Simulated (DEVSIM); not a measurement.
Structure: Schottky contact on p-type Si, at 300 K.

```csv
layer (left to right),material,thickness (μm),Na (cm⁻³),τn (s),τp (s)
1,Si,12.0,3.8e16,2.3e-7,2.3e-7
```

Left contact: Schottky, work function 4.754 eV, emission velocity 5.4e6 cm/s. Right contact: ohmic. Voltage is applied to the left contact. Recombination: SRH at mid-gap, radiative. Gap narrowing is on: ΔEg = 6.92 meV × (l + √(l² + 0.5)), l = ln(N/1.3e17 cm⁻³), shared equally by both band edges. Mobility is μmin + (μ − μmin)/(1 + (N/Nref)^α).

The device is made up for the run: typed textbook-type constants, with dimensions and the other settings drawn at random. Values at 300 K; Nc and Nv go as T^1.5, mobilities as T to minus their exponent, the gap by Varshni's rule with the affinity fixed.

```tsv
parameter	Si
gap (eV)	1.124
affinity (eV)	4.05
permittivity	11.7
Nc (cm⁻³)	2.86e19
Nv (cm⁻³)	3.1e19
μn (cm²/Vs)	1417
μp (cm²/Vs)	470
μn,min	52
μp,min	45
Nref,n	9.7e16
Nref,p	2.2e17
αn	0.68
αp	0.72
T exponent of μn	2.3
T exponent of μp	2.2
B (cm³/s)	4.7e-15
Varshni α (eV/K)	0.000473
Varshni β (K)	636
```

DEVSIM, 1D drift-diffusion, Boltzmann statistics, complete ionisation; no tunnelling, impact ionisation, image-force lowering or self-heating. Metal contacts follow the ideal Schottky-Mott rule: no Fermi-level pinning, no interface dipoles.

The temperature was swept, all else fixed.

| temperature (K) | potential step across the device at zero bias (V) | dark forward voltage at 100 A/cm² (V) | largest field in the device at zero bias (V/cm) |
|---|---|---|---|
| 250 | 0.293 | 0.212 | 56000 |
| 300 | 0.246 | 0.160 | 51000 |
| 350 | 0.197 | 0.119 | 44000 |
| 400 | 0.146 | 0.109 | 36000 |
| 450 | 0.093 | 0.128 | 26000 |
| 500 | 0.039 | … | … |

Problem. Fill in the missing entries.

Solution. 
- 500, dark forward voltage at 100 A/cm² (V): 0.154
- 500, largest field in the device at zero bias (V/cm): 12000
